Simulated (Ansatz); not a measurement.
Functionals compared on a constructed model of the (0001) surface of hcp Zr, a pseudomorphic layer of Ge in the host's stacking (bottom of the slab: a bare face, its two planes held), in Ansatz (plane waves, PAW). The structure was relaxed with PBE; the other rows are single points on it. Cutoff 420 eV (500 eV for r2SCAN).

Slab: 7 atoms, 15.4 Å thick at the start; k 13x13x1, smearing 0.1 eV, dipole-corrected; 2 atoms held, the rest relaxed; symmetry of the start imposed; no spin, no spin-orbit, no U. It is one candidate, not shown to be the stable structure of the face. These notes are the PBE run's.

```csv
functional,work function of the top face (eV),rough cost of the single point
PBE,5.01,–
r2SCAN,___,roughly 40 core-seconds
```

Q: Complete the blanks.

A: 
- r2SCAN, work function of the top face (eV): 5.22

Ansatz is a first-principles code.
